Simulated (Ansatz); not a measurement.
The starting structures come from a database of crystals and need not be the phases stable at ambient conditions.

 Where the default PAW files enter, the runs use the earlier of Ansatz's two default sets.

By PBEsol, the system below comes out a metal.

Without scattering a metal conducts by its projected Fermi surface.

Here is the system:

```xyz
6
Lattice="4.7855 0.0000 0.0000 -2.3927 4.2411 0.0000 2.3927 0.0000 4.3683" Properties=species:S:1:pos:R:3 pbc="T T T"
Al     2.3927     0.7752     2.1842
Al     2.3927     3.4659     2.1842
Al     4.7855     2.1205     3.5699
Al     0.0000     2.1205     0.7984
Cu     3.5891     0.0000     0.0000
Cu     1.1964     0.0000     0.0000
```

Space group of this cell: Fmmm. The cell is strained (lengths along the current scaled by 1.03, ions clamped); by PBEsol its mean pressure is -2.2 GPa.

The current flows along the normal of the first two printed cell vectors. No spin-orbit coupling; the value is a mean over 0.1 eV about the Fermi level.

Task: Compute, with PBEsol (Ansatz, a first-principles code), the ballistic conductance per area.

Result: 0.90 × 10¹⁵ S/m² for both spins.
